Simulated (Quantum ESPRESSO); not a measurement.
Worked example: self-consistent single point of VBiO4 (Pbcn, 24 atoms in the cell) in Quantum ESPRESSO.

Method of the run: LDA (PW92), PseudoDojo standard norm-conserving (LDA) pseudopotentials (plane waves; Quantum ESPRESSO).

```xyz
24
Lattice="4.9990 0.0000 0.0000 0.0000 11.7965 0.0000 0.0000 0.0000 5.2561" Properties=species:S:1:pos:R:3 pbc="T T T"
V      0.0000     7.1461     3.9421
V      0.0000     4.6504     1.3140
V      2.4995    10.5487     1.3140
V      2.4995     1.2478     3.9421
Bi     0.0000    10.4299     3.9421
Bi     0.0000     1.3666     1.3140
Bi     2.4995     7.2649     1.3140
Bi     2.4995     4.5316     3.9421
O      1.2202    11.3964     0.4265
O      3.7789     0.4001     4.8296
O      1.2793     6.2984     3.0545
O      3.7197     5.4981     2.2016
O      3.7197     6.2984     4.8296
O      1.2793     5.4981     0.4265
O      3.7789    11.3964     2.2016
O      1.2202     0.4001     3.0545
O      3.2461     9.5120     0.2308
O      1.7529     2.2845     5.0253
O      4.2524     8.1828     2.8589
O      0.7466     3.6137     2.3973
O      0.7466     8.1828     5.0253
O      4.2524     3.6137     0.2308
O      1.7529     9.5120     2.3973
O      3.2461     2.2845     2.8589
```

Reference input (self-consistent single point, DFT, LDA (PW92), plane waves, PseudoDojo standard norm-conserving (LDA) pseudopotentials): ecutwfc = 85 Ry; occupations = fixed; potentials = {V: V.upf, Bi: Bi.upf, O: O.upf}; K_POINTS = automatic 3 2 3 0 0 0; nbnd = 110; conv_thr = 1e-10 Ry; mixing_beta = 0.4. This run's input differs from it in these lines:

```diff
@@ -13,2 +13,3 @@
   ecutwfc = 85
+  ecutrho = 170
   occupations = 'fixed'
```

Output, abridged:

```
     Self-consistent Calculation

     iteration #  1     ecut=    85.00 Ry     beta= 0.40

     total energy              =   -1769.63809428 Ry
     estimated scf accuracy    <       9.39535456 Ry

     iteration #  2     ecut=    85.00 Ry     beta= 0.40

     total energy              =   -1770.25892672 Ry
     estimated scf accuracy    <      15.41776336 Ry

     iteration #  3     ecut=    85.00 Ry     beta= 0.40

     total energy              =   -1772.40582679 Ry
     estimated scf accuracy    <       0.24837911 Ry

   [... 18 blocks of this kind left out ...]

     iteration # 22     ecut=    85.00 Ry     beta= 0.40

     negative rho (up, down):  9.122E-06 0.000E+00

     total energy              =   -1772.68883665 Ry
     estimated scf accuracy    <          5.0E-10 Ry

     iteration # 23     ecut=    85.00 Ry     beta= 0.40

     negative rho (up, down):  9.122E-06 0.000E+00
     End of self-consistent calculation

     highest occupied, lowest unoccupied level (ev):     8.0370   10.6100

!    total energy              =   -1772.68883665 Ry
     estimated scf accuracy    <          2.2E-11 Ry

     convergence has been achieved in  23 iterations

     negative rho (up, down):  9.122E-06 0.000E+00

     Forces acting on atoms (cartesian axes, Ry/au):

     atom    1 type  1   force =     0.00000000    0.00275786    0.00000000
     atom    2 type  1   force =     0.00000000   -0.00275786    0.00000000
     atom    3 type  1   force =    -0.00000000   -0.00275786    0.00000000
     atom    4 type  1   force =     0.00000000    0.00275786    0.00000000
     atom    5 type  2   force =     0.00000000   -0.00781669    0.00000000
     atom    6 type  2   force =     0.00000000    0.00781669    0.00000000
   [... lines left out ...]
     Total force =     0.034890     Total SCF correction =     0.000014
   [... lines left out ...]

     negative rho (up, down):  9.122E-06 0.000E+00
          total   stress  (Ry/bohr**3)                   (kbar)     P=      -20.61
  -0.00014290   0.00000000   0.00000000          -21.02        0.00        0.00
   0.00000000  -0.00012802   0.00000000            0.00      -18.83        0.00
   0.00000000   0.00000000  -0.00014935            0.00        0.00      -21.97

   JOB DONE.
```

The run converged in 23 iterations. Against the reference run the free energy falls by 5.2 meV/atom, the pressure goes from -2.50 to -2.06 GPa, the largest force hardly changes (0.205 to 0.209 eV/Å) and the gap on the mesh stays at 2.573 eV.

The starting cell comes from a database of computed structures (which also holds hypothetical and non-ambient phases and stackings), without a prior relaxation at this level. Its lattice was rescaled by a random factor within 2.5 % of one. Spin-orbit coupling is off.

Cost on one core of a shared machine: roughly 10 min.
